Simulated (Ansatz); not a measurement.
The reference is TaS$_{2}$ in the CdI2 type structure (space group P-3m1, No. 164; layered, stacked along the Cartesian z axis; relaxed with 0.1 eV smearing).

```cif
data_S2Ta
_chemical_formula_sum 'Ta1 S2'
_space_group_name_H-M_alt 'P-3m1'
_space_group_IT_number 164
_space_group_name_Hall '-P 3 2"'
_cell_length_a 3.33184
_cell_length_b 3.33184
_cell_length_c 5.78522
_cell_angle_alpha 90.000
_cell_angle_beta 90.000
_cell_angle_gamma 120.000
loop_
_atom_site_label
_atom_site_type_symbol
_atom_site_symmetry_multiplicity
_atom_site_Wyckoff_symbol
_atom_site_fract_x
_atom_site_fract_y
_atom_site_fract_z
_atom_site_occupancy
Ta1 Ta 1 a 0.00000 0.00000 0.00000 1
S1 S 2 d 0.33333 0.66667 0.26670 1
```

All numbers come from Ansatz (an electronic-structure program) PBE-D3(BJ), no spin-orbit coupling, earlier PAW set.

Base values:

Pressure: 0.0 GPa

The change: the cell is scaled by 0.9549 in all directions, atoms relaxed at fixed cell.

Task: Predict the new largest internal atomic displacement and pressure.

Result: The largest internal atomic displacement comes out as 0.117 Å; the pressure (mean of the normal stresses, compression positive) goes from zero to 11.5 GPa.

The cells carry an imposed strain or load. No phonon test of stability was made. All final runs are without spin polarisation. An odd electron count without spin: TaS2.
